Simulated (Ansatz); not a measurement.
# A computed series for CaO: response to strain

The reference is CaO in the rock salt structure (space group Fm-3m, No. 225).

```xyz
2
Lattice="0.0000 2.4154 2.4154 2.4154 0.0000 2.4154 2.4154 2.4154 0.0000" Properties=species:S:1:pos:R:3 pbc="T T T"
Ca     0.0000     0.0000     0.0000
O      2.4154     2.4154     2.4154
```

Strains are applied to the cell and any free atomic positions relax.

Calculations: PBE, PAW, 420 eV (Ansatz, a quantum-chemistry and plane-wave program; without spin-orbit coupling).

| isotropic strain (%) | pressure (GPa) |
|---|---|
| -3 | 11.8 |
| -2 | 7.3 |
| -0.5 | 1.6 |
| 0 | 0.0 |
| 0.5 | -1.5 |
| 1 | -2.9 |
| 1.5 | ? |
| 2 | -5.5 |
| 2.5 | -6.6 |

### Question
Fit P = P₀ − Bδ + Cδ² with δ = (1 + ε)³ − 1 to the rows shown and predict the withheld row.

### Answer
Least squares on the printed values gives P₀ = 0.0 GPa, B = 108 GPa, C = 299 GPa (largest residual 0.1 GPa); this predicts -4.3 GPa, and the run gives -4.3 GPa, in agreement.

Stability against distortions was not tested.
